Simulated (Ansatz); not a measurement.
Base system: ZnS in the zinc blende structure (space group F-43m, No. 216; a = 5.3904 Å). Axes: x, y, z lie along the cube axes.

Method: r2SCAN, PAW, 500 eV (Ansatz, a program for electronic structure; no spin-orbit coupling), earlier PAW set.

Base values:

The band gap is 2.70 eV. The shortest interatomic distance comes out as 2.334 Å and the valence-band top at Γ is 0.00, 0.00, 0.00 eV.

It is then changed as follows: a free-standing slab of 2 layers (4 atoms, 2 a layer) is cut normal to [110], with 15 Å of vacuum and the in-plane cell held at bulk.

Predict the new excess energy per area of both faces.

The excess energy per area of both faces (slab less bulk energy over the cell's area: twice a surface energy) is 0.88 J/m².

What does the calculation give for the gap character after the change?

The gap character comes out as direct at Γ.

What happens to the band gap?

The band gap grows by 0.637 eV (2.70 eV → 3.33 eV).

Predict the new shortest interatomic distance.

The shortest interatomic distance falls by 0.0915 Å (2.334 Å → 2.243 Å).

Estimate the effect on the valence-band top at Γ.

The valence-band top at Γ (three highest levels, from the VBM) goes from 0.00, 0.00, 0.00 eV to 0.00, -0.81, -1.41 eV.

Slab and bulk use different k-meshes, which limits the precision of the excess energy. No phonon test of stability was made. k-point labels follow each cell's own Brillouin zone.
